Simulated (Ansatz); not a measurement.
**A computed series for P: response to strain**

Consider P in the black-P type structure (space group Cmce, No. 64; layered, stacked along the Cartesian y axis).

```yaml
crystal:
  lattice:
    - [1.65109, -5.34545, 0.00000]
    - [1.65109, 5.34545, 0.00000]
    - [0.00000, 0.00000, 4.46660]
  atoms:
    - { symbol: P, position: [0.40091, 0.59909, 0.58506] }
    - { symbol: P, position: [0.59909, 0.40091, 0.41494] }
    - { symbol: P, position: [0.90091, 0.09909, 0.91494] }
    - { symbol: P, position: [0.09909, 0.90091, 0.08506] }
```

Cartesian axes are those of the cell as printed.

Strains are applied to the cell and any free atomic positions relax; under biaxial strain the out-of-plane vector relaxes too.

Level of theory: Ansatz (a first-principles code), r2SCAN+rVV10, PAW, cutoff 500 eV, spin-orbit coupling left out, earlier PAW set.

Notes on the quantities. pressure: mean of the normal stresses, compression positive.

```json
[
 {"variant": "base", "volume per atom": "19.71 Å³", "space group": "Cmce (No. 64)", "pressure": "0.0 GPa"},
 {"variant": "biaxial strain −3.48 %, plane normal [001], relaxed out of plane", "volume per atom": "18.75 Å³", "space group": "Cmce (No. 64)", "pressure": "3.3 GPa"},
 {"variant": "biaxial strain −2.64 %, plane normal [001], relaxed out of plane", "volume per atom": "?", "space group": "Cmce (No. 64)", "pressure": "2.4 GPa"},
 {"variant": "biaxial strain −0.56 %, plane normal [001], relaxed out of plane", "volume per atom": "19.56 Å³", "space group": "Cmce (No. 64)", "pressure": "?"},
 {"variant": "isotropic strain −1.65 %", "volume per atom": "18.75 Å³", "space group": "Cmce (No. 64)", "pressure": "2.4 GPa"},
 {"variant": "isotropic strain −0.32 %", "volume per atom": "19.52 Å³", "space group": "Cmce (No. 64)", "pressure": "?"},
 {"variant": "isotropic strain +1.08 %", "volume per atom": "20.36 Å³", "space group": "Cmce (No. 64)", "pressure": "-1.4 GPa"},
 {"variant": "uniaxial strain ε_zz = −1.95 %", "volume per atom": "19.33 Å³", "space group": "Cmce (No. 64)", "pressure": "?"},
 {"variant": "tensor shear ε_xy = −0.63 %", "volume per atom": "19.71 Å³", "space group": "P2_1/c (No. 14)", "pressure": "0.0 GPa"},
 {"variant": "tensor shear ε_yz = +0.69 %", "volume per atom": "19.71 Å³", "space group": "C2/m (No. 12)", "pressure": "0.0 GPa"}
]
```

Problem. Some entries are withheld; estimate them.

Solution. 
- biaxial strain −2.64 %, plane normal [001], relaxed out of plane, volume per atom: 18.99 Å³
- biaxial strain −0.56 %, plane normal [001], relaxed out of plane, pressure: 0.5 GPa
- isotropic strain −0.32 %, pressure: 0.4 GPa
- uniaxial strain ε_zz = −1.95 %, pressure: 0.7 GPa

The mesh was chosen for an insulator and is coarse for the gapless case. No phonon test of stability was made.
